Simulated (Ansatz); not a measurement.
**Worked example: self-consistent single point of Pb (Fm-3m, 1 atom in the cell) in Ansatz (a quantum-chemistry and plane-wave program)**

Computed with PBE (plane waves, PAW; Ansatz).

Input as run:

Ansatz 0.2 input:
```yaml
crystal:
  lattice:
    - [0.00000000, 2.46757500, 2.46757500]
    - [2.46757500, 0.00000000, 2.46757500]
    - [2.46757500, 2.46757500, 0.00000000]
  atoms:
    - { symbol: Pb, position: [0.00000000, 0.00000000, 0.00000000] }
basis:
  ecutwfc: 420.0
kpoints:
  mp_grid: { grid: [12, 12, 12] }
hamiltonian:
  xc: pbe
  pseudopotentials: { kind: paw }
scf:
  occupations: { method: gaussian, width: 0.1 }
output:
  forces: true
  eigenvalues: true
  stress: true
```

Output (repeated stretches shortened):

```
WARN ansatz: RAYON_NUM_THREADS=1 ignored (pool sized by the plan → 1); use --threads N
Pseudopotentials: kind: paw
Pseudopotential: Pb, paw, valence charge 14
Crystal: 1 atoms, lattice volume = 30.050 Å³
Basis set: ecut = 420 eV, 609 PW (Γ), exchange–correlation on 48×48×48 points (8 copies of the dense FFT grid, shifted against one another)
Bands: 11, of which v1, the nominal top of the filled ones, is band 7 counted from 1 (6 counted from 0)
Symmetry: 48 space group operations
Space group: Fm-3m (ITA 225), of the structure as read, at distance tolerance 3.1e-5 Å
k-points: 72 of 1728
Initial density: superposition of atomic densities (neutral atoms: chi_scale 0, normalization atom), corrected by the library's trained network
Initial wavefunctions: pseudopotential atomic-orbital guess
Eigensolver: davidson
Functional: x = pbe(κ = 0.804, μ = 0.2195149727645171), c = pbe(β = 0.06672455060314922)
SCF iter   1: F=—  HF=-11906.385742 eV  |F-HF|=—  |Δ(HF+E_count)|=         —  Δρ=6.57e-4  dr2=1.00e-4  ethr=1.77e-3  ⟨swp⟩=5.6  Hψ=5221  notcnv=0
all-band conjugate gradients solve this SCF's bands
preconditioner: auto → none
SCF iter   2: F=—  HF=-11906.385346 eV  |F-HF|=—  |Δ(HF+E_count)|=   3.95e-4  Δρ=5.85e-4  dr2=5.10e-5  ethr=7.14e-7  ⟨swp⟩=2.0  Hψ=1823  notcnv=0
SCF iter   3: F=—  HF=-11906.385357 eV  |F-HF|=—  |Δ(HF+E_count)|=   1.03e-5  Δρ=1.29e-4  dr2=3.44e-6  ethr=3.64e-7  ⟨swp⟩=2.0  Hψ=1274  notcnv=0
SCF iter   4: F=—  HF=-11906.385358 eV  |F-HF|=—  |Δ(HF+E_count)|=   1.75e-6  Δρ=2.74e-5  dr2=2.17e-7  ethr=2.46e-8  ⟨swp⟩=2.0  Hψ=866  notcnv=0
iter 5 did not close the SCF: its close was put off for the readings that it lacked (scf_convergence_deferred on its scf_iter line)
SCF iter   5: F=-11906.385358 eV  HF=-11906.385358 eV  |F-HF|=6.22e-9  |Δ(HF+E_count)|=   8.56e-8  Δρ=5.75e-6  dr2=6.38e-9  ethr=1.55e-9  ⟨swp⟩=2.1  Hψ=1220  notcnv=0
SCF iter   6: F=-11906.385358 eV  HF=-11906.385358 eV  |F-HF|=1.13e-10  |Δ(HF+E_count)|=   2.48e-9  Δρ=5.59e-7  dr2=1.04e-10  ethr=4.56e-11  ⟨swp⟩=3.6  Hψ=3505  notcnv=0
SCF 1 converged in 6 iterations: F = -11906.385358 eV  dr2 = 1.04e-10
SCF converged after 6 iterations
Free energy (F): -11906.385358 eV
Harris-Foulkes:  -11906.385358 eV  (|F-HF|=1.13e-10)
Internal energy: -11906.378745 eV  (E = F + TS)
E sigma→0 (E₀):  -11906.382052 eV
Entropy (-TS):   -0.006613 eV (-6.613 meV/atom)
Fermi energy:    11.144941 eV
--- Per-component energies (eV) ---
  E_band       = -34.872973
  E_kinetic    = 289.300404
  E_local      = -1009.152641  (includes V_loc(G=0)·N_el)
  E_nonlocal   = 349.540782
  E_hartree    = 401.424453
  E_xc         = -221.008747
  E_vxc        = -132.798467  (∫ρ·V_xc dr)
  E_paw        = -10405.479718  (= ΣΔE_a)
  E_vpaw       = -334.611601  (= ΣTr[D̂ρ^β])
  E_aug_tail   = 0.000048  (compensation charges beyond the density's cutoff)
  E_ewald      = -1311.003326
  E_smearing   = -0.006613  (= −TS)
  E_closure    = -0.000000  (closes the sum)
  Σ components = -11906.385358   (vs F -11906.385358, Δ=0.00e0)
--- Forces (eV/Å), atoms counted from 1 ---
  atom   1  Pb    -0.00000000    -0.00000000    -0.00000000
  max |Σ_I F_I| component: 5.42e-31 eV/Å
--- Stress (GPa, compression-positive) ---
        3.146877      -0.000000      -0.000000
        0.000000       3.146877       0.000000
        0.000000      -0.000000       3.146877
  P = ⅓ Tr σ = 3.1469 GPa (31.469 kbar)
  The stress holds the Pulay correction. Without it, at fixed plane waves, as pw.x and ABINIT print it: P = 3.1236 GPa
--- Band table (eV; the first three rows and the last of 72) ---
  k-point 0: bands = ["-5.9800", "-5.9800", "-5.9800", "-5.8361", "-5.8361", "-0.7063", "18.5947", "18.5947", "18.5947", "20.8586", "22.5653"]
  k-point 1: bands = ["-5.9803", "-5.9698", "-5.9698", "-5.8367", "-5.8367", "-0.5712", "17.0497", "18.4267", "18.4267", "20.5927", "23.2035"]
  k-point 2: bands = ["-5.9826", "-5.9497", "-5.9497", "-5.8303", "-5.8303", "-0.1653", "14.4436", "18.0209", "18.0209", "20.2983", "23.7319"]
  k-point 71: bands = ["-5.9680", "-5.9186", "-5.9186", "-5.7882", "-5.6626", "4.5241", "9.7109", "9.7109", "11.3602", "22.0345", "23.3081"]
```

The run converged in 6 iterations.

The starting cell has typed, rounded lattice constants, without a prior relaxation at this level. Its lattice was rescaled by up to half a per cent. Spin-orbit coupling is off. With a pressure of about 3 GPa the cell is away from its equilibrium volume at this level. Ansatz's pressure includes its estimate of the finite-basis (Pulay) stress.
